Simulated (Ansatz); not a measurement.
Results of G0W0@PBEsol (Ansatz, an electronic-structure program, hard PAW, contour deformation) for C (model structure, I4/mmm, No. 139).

The cell is the one relaxed with PBEsol. Conventional cell: a = 4.3564 Å, b = 4.3564 Å, c = 2.4989 Å, α = 90.00°, β = 90.00°, γ = 90.00°.

One run with a 6×6×6 mesh, response cutoff 150 eV and 182 empty bands, not extrapolated in mesh or basis; no spin–orbit coupling.

Some levels at Γ in eV, each set counted from its highest filled level:

```json
[
 {"row": "1", "degeneracy": "1", "PBEsol": "-20.66", "quasiparticle": "(withheld)"},
 {"row": "2", "degeneracy": "1", "PBEsol": "-10.86", "quasiparticle": "(withheld)"},
 {"row": "3", "degeneracy": "2", "PBEsol": "-8.61", "quasiparticle": "(withheld)"},
 {"row": "4", "degeneracy": "1", "PBEsol": "-6.52", "quasiparticle": "-6.69"},
 {"row": "5", "degeneracy": "2", "PBEsol": "-2.41", "quasiparticle": "-2.55"},
 {"row": "6", "degeneracy": "1", "PBEsol": "0.00", "quasiparticle": "0.00"},
 {"row": "7", "degeneracy": "1", "PBEsol": "5.30", "quasiparticle": "(withheld)"},
 {"row": "8", "degeneracy": "1 or more", "PBEsol": "5.65", "quasiparticle": "(withheld)"}
]
```

### Question
What belongs in the gaps?

### Answer

- 1, quasiparticle: -21.32
- 2, quasiparticle: -11.42
- 3, quasiparticle: -8.98
- 7, quasiparticle: 7.02
- 8, quasiparticle: 7.39

Levels within 5 meV count as one row.

Note: the cell keeps the symmetry of its start, so it can be a saddle point.

A model structure was made by putting elements into a prototype or built by hand; it is no filed structure, need not be a known phase, and can be a saddle point held by its symmetry.
